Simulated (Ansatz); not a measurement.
By PBEsol, the system below comes out a metal.

```
CELL_PARAMETERS angstrom
      2.26478     0.00000     0.00000
      0.00000     3.57410     0.00000
      1.13239     0.00000     1.96136
ATOMIC_POSITIONS crystal
  Be 0.33333 0.25000 0.33333
  Be 0.66667 0.75000 0.66667
```

The cell is taken as given; by PBEsol it stands under a pressure of -1.6 GPa.

The current flows along the normal of the first two printed cell vectors, the (100) plane of the conventional cell. No spin-orbit coupling; the value is a mean over 0.1 eV about the Fermi level.

Problem. Predict the ballistic conductance per area from Ansatz (a program for electronic structure) with PBEsol.

Solution. 0.41 × 10¹⁵ S/m² for both spins.
